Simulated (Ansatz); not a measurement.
Start from InAgTe₂ in the chalcopyrite structure (space group I-42d, No. 122; a = 6.354 Å, c = 12.637 Å). Axes: x, y, z lie along a, b, c of the conventional cell.

All numbers come from LDA/PAW in Ansatz (a first-principles code), no spin-orbit coupling.

Strains are applied to the cell and any free atomic positions relax.

One change was made to it. Results:

The energy grows by 3.1 meV/atom; the pressure (mean of the normal stresses, compression positive) goes from zero to -1.1 GPa.

Question: Which change produced these results?
A. uniaxial strain ε_zz = +2.25 %
B. uniaxial strain ε_zz = +0.75 %
C. uniaxial strain ε_zz = +3.00 %
D. uniaxial strain ε_zz = +1.50 %

Answer: A, uniaxial strain ε_zz = +2.25 %. For comparison, the energy relative to the base in the other runs: uniaxial strain ε_zz = +0.75 % gives +0.3 meV/atom; uniaxial strain ε_zz = +1.50 % gives +1.4 meV/atom; uniaxial strain ε_zz = +3.00 % gives +5.4 meV/atom.

A case with no gap was solved on a k-mesh chosen for an insulator, which is coarse for it. Whether these cells are dynamically stable was not tested. The final runs are not spin-polarised. Gaps under 0.05 eV, about the width of the smearing, are given as zero.
